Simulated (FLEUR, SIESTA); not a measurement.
A FLEUR input for a self-consistent single point of NiO (Fm-3m, 4 atoms in the cell) (DFT, PBE, all-electron FLAPW (FLEUR), scalar-relativistic valence):

Input of the input generator:

```
NiO FLAPW
&input film=f /
4.1800000000 2.0900000000 2.0900000000
2.0900000000 4.1800000000 2.0900000000
2.0900000000 2.0900000000 4.1800000000
1.8897261246
1.0 1.0 1.0

4
28 0.0000000000 0.0000000000 0.0000000000 : 2.00
28 0.5000000000 0.5000000000 0.5000000000 : -2.00
8 0.2500000000 0.2500000000 0.2500000000 : 0.00
8 0.7500000000 0.7500000000 0.7500000000 : 0.00

&comp jspins=2 /
&kpt div1=6 div2=6 div3=6 gamma=t /
&end /
```

```xml
<?xml version="1.0" encoding="UTF-8" standalone="no"?>
<fleurInput fleurInputVersion="0.39">
   <comment>
      NiO FLAPW                                                                                           
   </comment>
   <calculationSetup>
      <cutoffs Kmax="4.6" Gmax="18.4" GmaxXC="18.4" numbands="0"/>
      <scfLoop itmax="80" minDistance="0.00001" maxIterBroyd="15" imix="Anderson" alpha="0.05" precondParam="0.0" spinf="2.0"/>
      <coreElectrons ctail="T" frcor="F" kcrel="0" coretail_lmax="0"/>
      <xcFunctional name="pbe" relativisticCorrections="F"/>
      <magnetism jspins="2"/>
      <soc l_soc="F" theta="0.0" phi="0.0" spav="F"/>
      <expertModes spex="0" secvar="F"/>
      <geometryOptimization l_f="T" forcealpha="1.0" forcemix="BFGS" epsdisp="0.00001" epsforce="0.00001"/>
      <ldaU l_linMix="F" mixParam="0.05" spinf="1.0"/>
   </calculationSetup>
   <cell>
      <bzIntegration valenceElectrons="44.0" mode="hist" fermiSmearingEnergy="0.00073499">
         <kPointListSelection listName="default-1"/>
         <!-- k-points included here -->
         <xi:include xmlns:xi="http://www.w3.org/2001/XInclude" href="kpts.xml"> </xi:include>
      </bzIntegration>
      <!-- symmetry operations included here -->
      <xi:include xmlns:xi="http://www.w3.org/2001/XInclude" href="sym.xml"> </xi:include>
      <bulkLattice scale="1.0">
         <bravaisMatrix>
            <row-1>    7.8990552008279993     3.9495276004139996     3.9495276004139996</row-1>
            <row-2>    3.9495276004139996     7.8990552008279993     3.9495276004139996</row-2>
            <row-3>    3.9495276004139996     3.9495276004139996     7.8990552008279993</row-3>
         </bravaisMatrix>
      </bulkLattice>
   </cell>
   <atomSpecies>
      <species name="Nickel (Ni2.000" element="Ni" atomicNumber="28">
         <mtSphere radius="2.31" gridPoints="813" logIncrement="0.015"/>
         <atomicCutoffs lmax="10" lnonsphr="8"/>
         <electronConfig flipSpins="F">
            <coreConfig>(1s1/2) (2s1/2) (2p1/2) (2p3/2) (3s1/2)</coreConfig>
            <valenceConfig>(3p1/2) (3p3/2) (4s1/2) (3d3/2) (3d5/2)</valenceConfig>
            <stateOccupation state="(3d3/2)" spinUp="2.0" spinDown="1.2"/>
            <stateOccupation state="(3d5/2)" spinUp="3.0" spinDown="1.8"/>
         </electronConfig>
         <energyParameters s="4" p="4" d="3" f="4"/>
         <lo type="SCLO" l="1" n="3" eDeriv="0"/>
      </species>
      <species name="Nickel (Ni-2.000" element="Ni" atomicNumber="28">
         <mtSphere radius="2.31" gridPoints="813" logIncrement="0.015"/>
         <atomicCutoffs lmax="10" lnonsphr="8"/>
         <electronConfig flipSpins="F">
            <coreConfig>(1s1/2) (2s1/2) (2p1/2) (2p3/2) (3s1/2)</coreConfig>
            <valenceConfig>(3p1/2) (3p3/2) (4s1/2) (3d3/2) (3d5/2)</valenceConfig>
            <stateOccupation state="(3d3/2)" spinUp="1.2" spinDown="2.0"/>
            <stateOccupation state="(3d5/2)" spinUp="1.8" spinDown="3.0"/>
         </electronConfig>
         <energyParameters s="4" p="4" d="3" f="4"/>
         <lo type="SCLO" l="1" n="3" eDeriv="0"/>
      </species>
      <species name="Oxygen (O)" element="O" atomicNumber="8">
         <mtSphere radius="1.30" gridPoints="461" logIncrement="0.023"/>
         <atomicCutoffs lmax="6" lnonsphr="4"/>
         <electronConfig flipSpins="F">
            <coreConfig>(1s1/2)</coreConfig>
            <valenceConfig>(2s1/2) (2p1/2) (2p3/2)</valenceConfig>
            <stateOccupation state="(2p1/2)" spinUp="0.6666666667" spinDown="0.6666666667"/>
            <stateOccupation state="(2p3/2)" spinUp="1.333333333" spinDown="1.333333333"/>
         </electronConfig>
         <energyParameters s="2" p="2" d="3" f="4"/>
      </species>
   </atomSpecies>
   <atomGroups>
      <atomGroup species="Nickel (Ni2.000">
         <relPos label="                   1">.0000000000 .0000000000 .0000000000</relPos>
         <force calculate="T" relaxXYZ="TTT"/>
      </atomGroup>
      <atomGroup species="Nickel (Ni-2.000">
         <relPos label="                   2">1.000/2.000 1.000/2.000 1.000/2.000</relPos>
         <force calculate="T" relaxXYZ="TTT"/>
      </atomGroup>
      <atomGroup species="Oxygen (O)">
         <relPos label="                   3">1.000/4.000 1.000/4.000 1.000/4.000</relPos>
         <relPos label="                   4">-1.000/4.000 -1.000/4.000 -1.000/4.000</relPos>
         <force calculate="T" relaxXYZ="TTT"/>
      </atomGroup>
   </atomGroups>
   <output dos="F" band="F" slice="F">
      <checks vchk="F" cdinf="F"/>
      <bandDOS minEnergy="-.5*Htr" maxEnergy="0.5*Htr" sigma="0.015" storeEVData="T"/>
      <vacuumDOS vacdos="F" integ="F" star="F" nstars="0" locx1="0.0" locy1="0.0" locx2="0.0" locy2="0.0" nstm="0" tworkf="0.0"/>
      <unfoldingBand unfoldBand="F" supercellX="1" supercellY="1" supercellZ="1"/>
      <plotting iplot="0" polar="F">
         <plot TwoD="T" vec1="  1.0  0.0  0.0" vec2="  0.0  1.0  0.0" vec3="  0.0  0.0  1.0" zero="  0.0  0.0  0.0" file="plot"/>
      </plotting>
      <chargeDensitySlicing numkpt="0" minEigenval="0.0" maxEigenval="0.0" nnne="0" pallst="F"/>
      <specialOutput eonly="F"/>
      <magneticCircularDichroism mcd="F" energyLo="-10.0" energyUp="0.0"/>
   </output>
  <!-- We include the file relax.xml here to enable relaxations (see documentation) -->
  <xi:include xmlns:xi="http://www.w3.org/2001/XInclude" href="relax.xml"> <xi:fallback/> </xi:include>
</fleurInput>
```

**Question.** Translate this input to SIESTA.

**Answer.** One input that does it (others would too):

```
# files in the folder: Ni.psml O.psml (PseudoDojo PBE standard)
SystemName  NiO
SystemLabel siesta

NumberOfAtoms                4
NumberOfSpecies              2
%block ChemicalSpeciesLabel
  1 28 Ni
  2 8 O
%endblock ChemicalSpeciesLabel
LatticeConstant              5.119434 Ang
%block LatticeVectors
     0.816496511    0.408248256    0.408248256
     0.408248256    0.816496511    0.408248256
     0.408248256    0.408248256    0.816496511
%endblock LatticeVectors
AtomicCoordinatesFormat      ScaledCartesian
%block AtomicCoordinatesAndAtomicSpecies
     0.000000000    0.000000000    0.000000000  1
     0.816496511    0.816496511    0.816496511  1
     0.408248256    0.408248256    0.408248256  2
     1.224744767    1.224744767    1.224744767  2
%endblock AtomicCoordinatesAndAtomicSpecies

XC.functional                GGA
XC.authors                   PBE
PAO.BasisSize                DZP
PAO.EnergyShift              0.01 Ry
MeshCutoff                   400 Ry
%block kgrid.MonkhorstPack
    6   0   0  0.0
    0   6   0  0.0
    0   0   6  0.0
%endblock kgrid.MonkhorstPack
OccupationFunction           FD
ElectronicTemperature        232.09 K
Spin                         polarized
%block DM.InitSpin
  1 +2.00
  2 -2.00
  3 +0.00
  4 +0.00
%endblock DM.InitSpin

MaxSCFIterations             150
SCF.Mixer.Method             Broyden
SCF.Mixer.Weight             0.1
SCF.Mixer.History            6
SCF.DM.Tolerance             1.0E-05
Diag.ParallelOverK           true
WriteForces                  true
Charge.Mulliken              end
```

Basis settings and potentials, where a program has them, do not carry over. This input uses DFT, GGA PBE, numerical atomic orbitals DZP, PseudoDojo PBE standard norm-conserving potentials (rewritten from UPF to PSML).

The starting cell has typed, rounded lattice constants, without a prior relaxation at this level.
